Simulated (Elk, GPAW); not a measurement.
A GPAW input for a self-consistent single point of ScAu₄ (I4/m, 5 atoms in the cell) (DFT LDA (Perdew-Wang 92), plane waves, GPAW PAW datasets LDA (gpaw-data 1.0.1)):

```python
from ase import Atoms
from ase.units import GPa
from gpaw import GPAW

atoms = Atoms(['Sc', 'Au', 'Au', 'Au', 'Au'],
              cell=[[-3.271683, 3.271683, 2.012670],
                    [3.271683, -3.271683, 2.012670],
                    [3.271683, 3.271683, -2.012670]],
              positions=[[0.000000, 0.000000, 0.000000],
                         [0.669714, 1.944558, 2.012670],
                         [2.601969, 1.327125, 0.000000],
                         [1.327125, 3.941397, 0.000000],
                         [1.944558, -0.669714, 2.012670]],
              pbc=True)

calc = GPAW(mode={'name': 'pw', 'ecut': 850},
            xc='LDA',
            kpts={'size': (6, 6, 6), 'gamma': True},
            occupations={'name': 'methfessel-paxton', 'width': 0.272, 'order': 0},
            nbands=-9,
            symmetry={'symmorphic': False, 'tolerance': 0.0005},
            maxiter=150,
            txt='-')

atoms.calc = calc

energy = atoms.get_potential_energy()
print('Energy (eV):', round(energy, 6))
forces = atoms.get_forces()
print('Forces (eV/Ang):')
print(forces.round(5))
stress = atoms.get_stress()
print('Stress (GPa, Voigt):', (stress / GPa).round(4))
```

Question: Give the Elk input for the same structure, mesh, smearing and functional.

Answer: One input that does it (others would too):

```
tasks
  0

rgkmax
  8.0

gmaxvr
  16.0

nxlo
  2

lorbcnd
  .true.

rmtscf
  0.91

lmaxi
  2

stype
  0

swidth
  0.00999582

maxscl
  100

avec
   -6.1825848366    6.1825848366    3.8033950793
    6.1825848366   -6.1825848366    3.8033950793
    6.1825848366    6.1825848366   -3.8033950793

sppath
  'species/'

atoms
  2
  'Sc.in'
  1
  0.0000000000  0.0000000000  0.0000000000    0.0 0.0 0.0
  'Au.in'
  4
  0.7971800000  0.6023500000  0.3995300000    0.0 0.0 0.0
  0.2028200000  0.3976500000  0.6004700000    0.0 0.0 0.0
  0.6023500000  0.2028200000  0.8051700000    0.0 0.0 0.0
  0.3976500000  0.7971800000  0.1948300000    0.0 0.0 0.0

ngridk
  6 6 6
```

Basis, cutoffs, solver keys and any potentials are the target program's own. This input uses DFT, LDA (PW92), all-electron FP-LAPW, Elk's shipped species files, APW+lo basis with extra local orbitals. LDA parametrisations can differ slightly between programs.

The starting cell comes from a database of computed structures (which also holds hypothetical and non-ambient phases and stackings), without a prior relaxation at this level. Its lattice was rescaled by a random factor within 2.5 % of one.
